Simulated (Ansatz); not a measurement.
Worked example: self-consistent single point of HfNi (Cm, 4 atoms in the cell) in Ansatz (a quantum-chemistry and plane-wave program).

Level of theory: PBEsol, default PAW files made with PBE (plane waves; Ansatz).

```xyz
4
Lattice="1.5929 -4.8924 0.0000 1.5929 4.8924 0.0000 0.0000 0.0000 4.0147" Properties=species:S:1:pos:R:3 pbc="T T T"
Hf     1.5929    -3.5324     3.0610
Hf     1.5929     3.5324     1.0037
Ni     1.5929    -0.8244     3.0110
Ni     1.5929     0.8244     1.0037
```

Reference input (self-consistent single point, DFT, PBEsol, plane waves, default PAW files made with PBE): basis.ecutwfc = 30.9 Ry; kpoints.mp_grid.grid = 9 9 7; hamiltonian.xc = pbesol; hamiltonian.pseudopotentials = {kind: paw} (the program's default PAW files); scf.occupations.method = gaussian; scf.occupations.width = 0.0073 Ry. This run's input differs from it in these lines:

Ansatz 0.2 input:
```diff
@@ -13,3 +13,3 @@
 kpoints:
-  mp_grid: { grid: [9, 9, 7] }
+  mp_grid: { grid: [14, 14, 11] }
 hamiltonian:
@@ -18,3 +18,3 @@
 scf:
-  occupations: { method: gaussian, width: 0.0073 Ry }
+  occupations: { method: gaussian, width: 0.022 Ry }
 output:
```

The program printed (abridged):

```
SCF iter   1: F=—  HF=-42808.139382 eV  |F-HF|=—  |Δ(HF+E_count)|=         —  Δρ=3.32e-2  dr2=4.91e-1  ethr=1.77e-3  ⟨swp⟩=4.1  Hψ=88209  notcnv=0
all-band conjugate gradients solve this SCF's bands
preconditioner: auto → Kerker (q_TF=auto, 2.888 Å⁻¹)
SCF iter   2: F=—  HF=-42808.100847 eV  |F-HF|=—  |Δ(HF+E_count)|=   3.85e-2  Δρ=1.03e-2  dr2=5.86e-2  ethr=5.58e-4  ⟨swp⟩=1.0  Hψ=35520  notcnv=0
   [... lines left out ...]
SCF iter   6: F=—  HF=-42808.094233 eV  |F-HF|=—  |Δ(HF+E_count)|=   3.98e-5  Δρ=1.23e-4  dr2=1.56e-5  ethr=1.59e-7  ⟨swp⟩=2.0  Hψ=46094  notcnv=0
SCF iter   7: F=—  HF=-42808.094226 eV  |F-HF|=—  |Δ(HF+E_count)|=   6.68e-6  Δρ=2.99e-5  dr2=9.03e-7  ethr=1.77e-8  ⟨swp⟩=2.1  Hψ=45794  notcnv=0
SCF iter   8: F=—  HF=-42808.094226 eV  |F-HF|=—  |Δ(HF+E_count)|=   1.60e-7  Δρ=1.23e-5  dr2=1.17e-7  ethr=1.14e-10  ⟨swp⟩=10.6  Hψ=156233  notcnv=0
SCF iter   9: F=-42808.094226 eV  HF=-42808.094226 eV  |F-HF|=4.49e-8  |Δ(HF+E_count)|=   6.65e-9  Δρ=4.75e-6  dr2=1.53e-8  ethr=1.14e-10  ⟨swp⟩=5.4  Hψ=116668  notcnv=0
SCF 1 converged in 9 iterations: F = -42808.094226 eV  dr2 = 1.53e-8
Free energy (F): -42808.094226 eV
Internal energy: -42807.981873 eV  (E = F + TS)
E sigma→0 (E₀):  -42808.038049 eV
Entropy (-TS):   -0.112353 eV (-28.088 meV/atom)
Fermi energy:    20.549767 eV
--- Forces (eV/Å), atoms counted from 1 ---
  atom   1  Hf     0.00000000     0.14919836    -0.39147548
  atom   2  Hf     0.00000000    -0.14239862     0.11076957
  atom   3  Ni     0.00000000     0.08500743     0.04599788
  atom   4  Ni     0.00000000    -0.09181806     0.23471006
--- Stress (GPa, compression-positive) ---
        1.941058       0.000000       0.000000
        0.000000      -0.117594       0.085986
        0.000000       0.085986       1.349626
  P = ⅓ Tr σ = 1.0577 GPa (10.577 kbar)
  The stress holds the Pulay correction. Without it, at fixed plane waves, as pw.x and ABINIT print it: P = 0.9989 GPa
```

The run converged in 9 iterations. Against the reference run the free energy goes down by 13.2 meV/atom, the pressure goes from 0.89 to 1.06 GPa and the largest force hardly changes (0.422 to 0.419 eV/Å).

The starting cell comes from a database of computed structures (which also holds hypothetical and non-ambient phases and stackings), without a prior relaxation at this level. Its lattice was rescaled by up to half a per cent. One atom was moved a little off its site on purpose. Spin polarisation is off. Ansatz's pressure includes its estimate of the finite-basis (Pulay) stress.

Cost on one core of a shared machine: roughly 4 min.
